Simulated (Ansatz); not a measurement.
For L1₀ (CuAu-type) CuAu, LDA in Ansatz (PAW) gives:

* **lattice constant a**: 2.787 Å
* **c axis length**: 3.547 Å
* **bulk modulus B0**: 190 GPa

Task: What does r²SCAN+SOC (plane waves, PAW; Ansatz, a quantum-chemistry and plane-wave program) give for the same quantities?

Result: 
- lattice constant a: 2.827 Å (rises by 1.4 %)
- lattice parameter c: 3.614 Å (grows by 1.9 %)
- bulk modulus: 161 GPa (shrinks by 15 %)

For comparison: lattice constant a 2.8 Å (measured, temperature not stated, no zero-point or thermal correction; as tabulated in Nepal et al. (2019), arXiv:1905.09348); lattice parameter c 3.67 Å (measured, temperature not stated, no zero-point or thermal correction; as tabulated in Mehl et al. (2016), arXiv:1607.02532).

Changes are worked out from the printed values.

Unless a cell is named, each level is at its own relaxed cell (LDA 13.78, r²SCAN+SOC 14.44 Å³/atom).

Levels without +SOC leave out spin–orbit coupling, which shifts energies and cells of such heavy elements.

Ansatz's density-functional and Hartree–Fock values are scalar-relativistic unless marked +SOC, with PAW data made under PBE.
